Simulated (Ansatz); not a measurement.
## PtGe (space group Pnma, No. 62)

```
CELL_PARAMETERS angstrom
      5.73527     0.00000     0.00000
      0.00000     3.71033     0.00000
      0.00000     0.00000     6.08031
ATOMIC_POSITIONS crystal
  Pt 0.00032 0.25000 0.19075
  Pt 0.50032 0.25000 0.30925
  Pt 0.99968 0.75000 0.80925
  Pt 0.49968 0.75000 0.69075
  Ge 0.18459 0.25000 0.58874
  Ge 0.68459 0.25000 0.91126
  Ge 0.81541 0.75000 0.41126
  Ge 0.31541 0.75000 0.08874
```

The values are results of PBEsol (Ansatz, a program for electronic structure, PAW, without spin-orbit coupling), not measurements. k-mesh 8×13×8 (Γ-centred); smearing 0.05 eV (Fermi–Dirac).

The volume per atom is 16.17 Å³ and the density is 13.74 g/cm³. The band gap is zero and the total energy is -8319.164 eV/atom (σ→0; compares only within this code and set-up).

Whether these cells are dynamically stable was not tested. All final runs are without spin polarisation.
